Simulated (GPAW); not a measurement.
Input and output of a self-consistent single point for MgH2 (P4_2/mnm, 6 atoms in the cell) (GPAW).

Computed with LDA (Perdew-Wang 92), GPAW PAW datasets LDA (gpaw-data 1.0.1) (plane waves; GPAW).

```
MgH2
1.0
    4.52000     0.00000     0.00000
    0.00000     4.52000     0.00000
    0.00000     0.00000     3.02000
Mg H
2 4
Cartesian
  0.00000   0.00000   0.00000
  2.26000   2.26000   1.51000
  1.37408   1.37408   0.00000
  3.63408   0.88592   1.51000
  0.88592   3.63408   1.51000
  3.14592   3.14592   0.00000
```

Reference input (self-consistent single point, DFT PBE, plane waves, GPAW PAW datasets PBE (gpaw-data 1.0.1)): mode = pw; ecut = 850 eV; xc = PBE; kpts = 5 5 7; mesh shift (steps) = 0 0 0; occupations.name = fermi-dirac; occupations.width = 0.01 eV; nbands = -4; convergence.density = 1e-05 e/electron; convergence.bands = -2; symmetry.symmorphic = false; symmetry.tolerance = 0.0005. This run's input differs from it in these lines:

```diff
@@ -17,3 +17,3 @@
 calc = GPAW(mode=PW(850),
-            xc='PBE',
+            xc='LDA',
             kpts=(5, 5, 7),
```

Its files differ too (potentials: GPAW PAW datasets LDA (gpaw-data 1.0.1)).

Output (repeated stretches shortened):

```
     iter     time        total  log10-change:
                         energy   eigst   dens
iter:   1 --:--:--   -20.244406   +0.48
iter:   2 --:--:--   -20.114346   -0.26  -0.94
iter:   3 --:--:--   -19.000131   -0.54  -0.97
iter:   4 --:--:--   -19.004727   -1.56  -1.97
iter:   5 --:--:--   -19.006385c  -2.78  -2.02
iter:   6 --:--:--   -19.005982c  -3.14  -1.98
iter:   7 --:--:--   -19.005543c  -4.14  -3.24
iter:   8 --:--:--   -19.005523c  -4.48  -3.06
iter:   9 --:--:--   -19.005489c  -5.54  -3.87
iter:  10 --:--:--   -19.005490c  -2.22  -4.15
iter:  11 --:--:--   -19.005490c  -0.48  -4.31
iter:  12 --:--:--   -19.005487c  -3.59  -4.34
iter:  13 --:--:--   -19.005487c  -5.86  -4.87
iter:  14 --:--:--   -19.005487c  -7.64c -5.39c
Converged after 14 iterations.

Dipole moment: (-0.000000, -0.000000, -0.000000) |e|*Ang

Energy contributions relative to reference atoms: (reference = -10902.975867)

Kinetic:         +8.849888
Potential:       -8.477398
External:        +0.000000
XC:             -19.211699
Entropy (-ST):   -0.000000
Local:           -0.166279
SIC:             +0.000000
--------------------------
Free energy:    -19.005487
Extrapolated:   -19.005487

Showing only first 2 kpts
 Kpt  Band  Eigenvalues  Occupancy
  0    10     -1.41494    2.00000
  0    11     -0.38673    2.00000
  0    12      4.47858    0.00000
  0    13      4.82096    0.00000

  1    10     -1.20774    2.00000
  1    11     -0.38041    2.00000
  1    12      4.81358    0.00000
  1    13      4.89443    0.00000

Fermi level: 1.17915

Gap: 3.583 eV
Transition (v -> c):
   [... lines left out ...]
Direct gap: 4.464 eV
   [... lines left out ...]
  0 Mg   -0.00000    0.00000    0.00000
  1 Mg   -0.00000    0.00000    0.00000
  2 H     0.01613    0.01613    0.00000
  3 H     0.01613   -0.01613    0.00000
  4 H    -0.01613    0.01613    0.00000
  5 H    -0.01613   -0.01613    0.00000

Stress tensor:
     0.016153     0.000000     0.000000
     0.000000     0.016153     0.000000
     0.000000     0.000000     0.019984
Stress (GPa, Voigt): [2.588  2.588  3.2018 0.     0.     0.    ]
```

The run converged in 14 iterations. GPAW prints stress with tension positive. Against the reference run the pressure goes from -0.28 to -2.79 GPa, the largest force goes from 0.018 to 0.023 eV/Å and the gap on the mesh goes from 3.934 to 3.583 eV.

The starting cell has typed, rounded lattice constants, without a prior relaxation at this level.
